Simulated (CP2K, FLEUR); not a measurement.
A CP2K input for a self-consistent single point of BeTe (F-43m, 2 atoms in the cell) (DFT PBE, GPW, DZVP-MOLOPT-SR-GTH basis, GTH-PBE potentials (GTH_POTENTIALS)):

```
&GLOBAL
  PROJECT bulk
  RUN_TYPE ENERGY_FORCE
  PRINT_LEVEL MEDIUM
&END GLOBAL
&FORCE_EVAL
  METHOD Quickstep
  STRESS_TENSOR ANALYTICAL
  &DFT
    BASIS_SET_FILE_NAME BASIS_MOLOPT
    POTENTIAL_FILE_NAME GTH_POTENTIALS
    &QS
      METHOD GPW
      EPS_DEFAULT 1E-11
    &END QS
    &MGRID
      CUTOFF 600
      REL_CUTOFF 40
      NGRIDS 5
    &END MGRID
    &SCF
      SCF_GUESS ATOMIC
      EPS_SCF 1E-7
      MAX_SCF 100
      ADDED_MOS 4
      &DIAGONALIZATION
        ALGORITHM STANDARD
      &END DIAGONALIZATION
      &MIXING
        METHOD BROYDEN_MIXING
        ALPHA 0.3
        NBUFFER 10
        BETA 1
      &END MIXING
      &SMEAR ON
        METHOD FERMI_DIRAC
        ELECTRONIC_TEMPERATURE [K] 116.05
      &END SMEAR
    &END SCF
    &KPOINTS
      SCHEME MONKHORST-PACK 5 5 5
    &END KPOINTS
    &XC
      &XC_FUNCTIONAL PBE
      &END XC_FUNCTIONAL
    &END XC
    &PRINT
      &MO
        EIGENVALUES T
        OCCUPATION_NUMBERS T
        NDIGITS 8
        FILENAME mo
        &EACH
          QS_SCF 0
        &END EACH
        ADD_LAST NUMERIC
      &END MO
      &MULLIKEN ON
      &END MULLIKEN
    &END PRINT
  &END DFT
  &SUBSYS
    &CELL
      A 3.90139100 0.00000000 0.00000000
      B 1.95069500 3.37870400 0.00000000
      C 1.95069500 1.12623500 3.18547200
      PERIODIC XYZ
    &END CELL
    &COORD
      Be       0.00000000     0.00000000     0.00000000
      Te       1.95069525     1.12623475     0.79636800
    &END COORD
    &KIND Be
      BASIS_SET DZVP-MOLOPT-SR-GTH-q4
      POTENTIAL GTH-PBE-q4
    &END KIND
    &KIND Te
      BASIS_SET DZVP-MOLOPT-SR-GTH-q6
      POTENTIAL GTH-PBE-q6
    &END KIND
  &END SUBSYS
  &PRINT
    &FORCES ON
    &END FORCES
    &STRESS_TENSOR ON
    &END STRESS_TENSOR
  &END PRINT
&END FORCE_EVAL
```

Give the FLEUR input for the same structure, mesh, smearing and functional.

This is the input that was run; spellings and numerical settings could be chosen otherwise.

Input of the input generator:

```
scf BeTe
&input film=f /
-0.0000000000 5.2131874600 5.2131874600
5.2131874600 -0.0000000000 5.2131874600
5.2131874600 5.2131874600 -0.0000000000
1.0
1.0 1.0 1.0

2
4 0.0000000000 0.0000000000 0.0000000000
52 0.2500000000 0.2500000000 0.2500000000

&comp jspins=1 /
&kpt div1=5 div2=5 div3=5 /
&end /
```

```xml
<?xml version="1.0" encoding="UTF-8" standalone="no"?>
<fleurInput fleurInputVersion="0.39">
   <comment>
      scf BeTe                                                                                            
   </comment>
   <calculationSetup>
      <cutoffs Kmax="4.5" Gmax="22.5" GmaxXC="22.5" numbands="0"/>
      <scfLoop itmax="80" minDistance="0.00001" maxIterBroyd="99" imix="Anderson" alpha="0.05" precondParam="0.0" spinf="2.0"/>
      <coreElectrons ctail="T" frcor="F" kcrel="0" coretail_lmax="0"/>
      <xcFunctional name="pbe" relativisticCorrections="F"/>
      <magnetism jspins="1"/>
      <soc l_soc="F" theta="0.0" phi="0.0" spav="F"/>
      <expertModes spex="0" secvar="F"/>
      <geometryOptimization l_f="T" forcealpha="1.0" forcemix="BFGS" epsdisp="0.00001" epsforce="0.00001"/>
      <ldaU l_linMix="F" mixParam="0.05" spinf="1.0"/>
   </calculationSetup>
   <cell>
      <bzIntegration valenceElectrons="26.0" mode="hist" fermiSmearingEnergy="0.00036749">
         <kPointListSelection listName="default-1"/>
         <!-- k-points included here -->
         <xi:include xmlns:xi="http://www.w3.org/2001/XInclude" href="kpts.xml"> </xi:include>
      </bzIntegration>
      <!-- symmetry operations included here -->
      <xi:include xmlns:xi="http://www.w3.org/2001/XInclude" href="sym.xml"> </xi:include>
      <bulkLattice scale="1.0">
         <bravaisMatrix>
            <row-1>    0.0000000000000000     5.2131874600000003     5.2131874600000003</row-1>
            <row-2>    5.2131874600000003     0.0000000000000000     5.2131874600000003</row-2>
            <row-3>    5.2131874600000003     5.2131874600000003     0.0000000000000000</row-3>
         </bravaisMatrix>
      </bulkLattice>
   </cell>
   <atomSpecies>
      <species name="Beryllium (Be)" element="Be" atomicNumber="4">
         <mtSphere radius="1.79" gridPoints="593" logIncrement="0.017"/>
         <atomicCutoffs lmax="7" lnonsphr="5"/>
         <electronConfig flipSpins="F">
            <coreConfig></coreConfig>
            <valenceConfig>(1s1/2) (2s1/2)</valenceConfig>
         </electronConfig>
         <energyParameters s="2" p="2" d="3" f="4"/>
         <lo type="SCLO" l="0" n="1" eDeriv="0"/>
         <lo type="SCLO" l="1" n="2" eDeriv="2"/>
         <lo type="SCLO" l="2" n="3" eDeriv="2"/>
      </species>
      <species name="Tellurium (Te)" element="Te" atomicNumber="52">
         <mtSphere radius="2.48" gridPoints="819" logIncrement="0.016"/>
         <atomicCutoffs lmax="9" lnonsphr="7"/>
         <electronConfig flipSpins="F">
            <coreConfig>(1s1/2) (2s1/2) (2p1/2) (2p3/2) (3s1/2) (3p1/2) (3p3/2) (4s1/2) (3d3/2) (3d5/2)</coreConfig>
            <valenceConfig>(4p1/2) (4p3/2) (5s1/2) (4d3/2) (4d5/2) (5p1/2) (5p3/2)</valenceConfig>
            <stateOccupation state="(5p1/2)" spinUp="0.6666666666667" spinDown="0.6666666666667"/>
            <stateOccupation state="(5p3/2)" spinUp="1.3333333333333" spinDown="1.3333333333333"/>
         </electronConfig>
         <energyParameters s="5" p="5" d="5" f="4"/>
         <lo type="SCLO" l="1" n="4" eDeriv="0"/>
         <lo type="SCLO" l="1" n="4" eDeriv="1"/>
         <lo type="SCLO" l="2" n="4" eDeriv="0"/>
         <lo type="SCLO" l="2" n="4" eDeriv="1"/>
         <lo type="SCLO" l="0" n="5" eDeriv="2"/>
         <lo type="SCLO" l="3" n="4" eDeriv="2"/>
      </species>
   </atomSpecies>
   <atomGroups>
      <atomGroup species="Beryllium (Be)">
         <relPos label="                   1">.0000000000 .0000000000 .0000000000</relPos>
         <force calculate="T" relaxXYZ="TTT"/>
      </atomGroup>
      <atomGroup species="Tellurium (Te)">
         <relPos label="                   2">1.000/4.000 1.000/4.000 1.000/4.000</relPos>
         <force calculate="T" relaxXYZ="TTT"/>
      </atomGroup>
   </atomGroups>
   <output dos="F" band="F" slice="F">
      <checks vchk="F" cdinf="F"/>
      <bandDOS minEnergy="-.5*Htr" maxEnergy="0.5*Htr" sigma="0.015" storeEVData="T"/>
      <vacuumDOS vacdos="F" integ="F" star="F" nstars="0" locx1="0.0" locy1="0.0" locx2="0.0" locy2="0.0" nstm="0" tworkf="0.0"/>
      <unfoldingBand unfoldBand="F" supercellX="1" supercellY="1" supercellZ="1"/>
      <plotting iplot="0" polar="F">
         <plot TwoD="T" vec1="  1.0  0.0  0.0" vec2="  0.0  1.0  0.0" vec3="  0.0  0.0  1.0" zero="  0.0  0.0  0.0" file="plot"/>
      </plotting>
      <chargeDensitySlicing numkpt="0" minEigenval="0.0" maxEigenval="0.0" nnne="0" pallst="F"/>
      <specialOutput eonly="F"/>
      <magneticCircularDichroism mcd="F" energyLo="-10.0" energyUp="0.0"/>
   </output>
  <!-- We include the file relax.xml here to enable relaxations (see documentation) -->
  <xi:include xmlns:xi="http://www.w3.org/2001/XInclude" href="relax.xml"> <xi:fallback/> </xi:include>
</fleurInput>
```

Basis settings and potentials, where a program has them, do not carry over. This input uses DFT, PBE, all-electron FLAPW (FLEUR), scalar-relativistic valence. Both were run: gap on the mesh 2.433 eV in CP2K and 1.949 in FLEUR.

On FLEUR: the starting cell has typed, rounded lattice constants, without a prior relaxation at this level. For this run, on top of that: lattice scaled by 0.98. Spin-orbit coupling is off. Values depend on the basis (sphere radii, cutoffs, local orbitals), which need not be converged.

On CP2K: the starting cell has typed, rounded lattice constants, without a prior relaxation at this level. For this run, on top of that: lattice scaled by 0.98. Spin-orbit coupling is off. Values carry the incompleteness of an atom-centred basis. With a pressure of about 6 GPa the cell is away from its equilibrium volume at this level.
